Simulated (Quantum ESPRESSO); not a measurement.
A self-consistent single point of KCaCl3 (Cm, 5 atoms in the cell) with Quantum ESPRESSO.

Level of theory: PBEsol, GBRV 1.5 ultrasoft (PBESOL) pseudopotentials (plane waves; Quantum ESPRESSO).

The change in words: lattice scaled by 0.98. Reference geometry:
```
CELL_PARAMETERS angstrom
      3.82287    -3.82431     0.00000
      3.82287     3.82431     0.00000
     -0.00053     0.00000     5.40652
ATOMIC_POSITIONS crystal
  K  0.99805 0.99805 0.99998
  Ca 0.49789 0.49789 0.48521
  Cl 0.49552 0.99942 0.48278
  Cl 0.99942 0.49552 0.48278
  Cl 0.50729 0.50729 0.98514
```

Reference input (self-consistent single point, DFT, PBEsol, plane waves, GBRV 1.5 ultrasoft (PBESOL) pseudopotentials): ecutwfc = 40 Ry; ecutrho = 200 Ry; occupations = fixed; potentials = {K: k_pbesol_v1.4.uspp.F.UPF, Ca: ca_pbesol_v1.uspp.F.UPF, Cl: cl_pbesol_v1.4.uspp.F.UPF}; K_POINTS = automatic 3 3 3 0 0 0; nbnd = 26; conv_thr = 1e-08 Ry. This run's input differs from it in these lines:

```diff
@@ -26,7 +26,7 @@
 ATOMIC_POSITIONS angstrom
-K     7.6302928371    0.0000000000    5.4064118696
-Ca    3.8064763188    0.0000000000    2.6232975692
-Cl    5.7146988953    1.9270723285    2.6101597256
-Cl    5.7146988953   -1.9270723285    2.6101597256
-Cl    3.8780822178    0.0000000000    5.3261791128
+K     7.4776880191    0.0000000000    5.2982840322
+Ca    3.7303473047    0.0000000000    2.5708318119
+Cl    5.6004055783    1.8885310331    2.5579567242
+Cl    5.6004055783   -1.8885310331    2.5579567242
+Cl    3.8005213113    0.0000000000    5.2196559246
 K_POINTS automatic
@@ -34,5 +34,5 @@
 CELL_PARAMETERS angstrom
-   3.8228650000    -3.8243150000     0.0000000000
-   3.8228650000     3.8243150000     0.0000000000
-  -0.0005280000     0.0000000000     5.4065200000
+   3.7464080000    -3.7478290000     0.0000000000
+   3.7464080000     3.7478290000     0.0000000000
+  -0.0005170000     0.0000000000     5.2983900000
```

The program printed (abridged):

```
     Self-consistent Calculation

     iteration #  1     ecut=    40.00 Ry     beta= 0.70

---- Real-time Memory Report at c_bands before calling an iterative solver
           196 MiB given to the printing process from OS
            59 MiB allocation reported by mallinfo(arena+hblkhd)
------------------

     Threshold (ethr) on eigenvalues was too large:
     Diagonalizing with lowered threshold

---- Real-time Memory Report at c_bands before calling an iterative solver
           224 MiB given to the printing process from OS
            69 MiB allocation reported by mallinfo(arena+hblkhd)
------------------

   [... lines left out ...]
           237 MiB given to the printing process from OS
            81 MiB allocation reported by mallinfo(arena+hblkhd)
------------------

     negative rho (up, down):  4.439E-02 0.000E+00

     total energy              =    -232.18311478 Ry
     estimated scf accuracy    <       0.00000002 Ry

     iteration #  8     ecut=    40.00 Ry     beta= 0.70

---- Real-time Memory Report at c_bands before calling an iterative solver
           238 MiB given to the printing process from OS
            82 MiB allocation reported by mallinfo(arena+hblkhd)
------------------

     negative rho (up, down):  4.439E-02 0.000E+00
     End of self-consistent calculation

     highest occupied, lowest unoccupied level (ev):     1.3510    6.2590

!    total energy              =    -232.18311479 Ry
     estimated scf accuracy    <          3.4E-09 Ry

     convergence has been achieved in   8 iterations

     negative rho (up, down):  4.439E-02 0.000E+00

     Forces acting on atoms (cartesian axes, Ry/au):

     atom    1 type  1   force =    -0.00045445    0.00000000    0.00075063
     atom    2 type  2   force =     0.00223937    0.00000000    0.00057785
     atom    3 type  3   force =    -0.00073921   -0.00075147   -0.00056096
     atom    4 type  3   force =    -0.00073921    0.00075147   -0.00056096
     atom    5 type  3   force =    -0.00030650    0.00000000   -0.00020655

     Total force =     0.003018     Total SCF correction =     0.000086

     negative rho (up, down):  4.439E-02 0.000E+00
          total   stress  (Ry/bohr**3)                   (kbar)     P=       -1.67
  -0.00001122   0.00000000   0.00000021           -1.65        0.00        0.03
   0.00000000  -0.00001123   0.00000000            0.00       -1.65        0.00
   0.00000021   0.00000000  -0.00001167            0.03        0.00       -1.72

   JOB DONE.
```

The run converged in 8 iterations. Against the reference run the free energy goes down by 7.7 meV/atom, the pressure goes from -1.59 to -0.17 GPa, the largest force goes from 0.050 to 0.059 eV/Å and the gap on the mesh goes from 4.770 to 4.908 eV. The full log also holds: “c_bands:  2 eigenvalues not converged”.

The starting cell comes from a database of computed structures (which also holds hypothetical and non-ambient phases and stackings), without a prior relaxation at this level. For this run, on top of that: lattice scaled by 0.98.
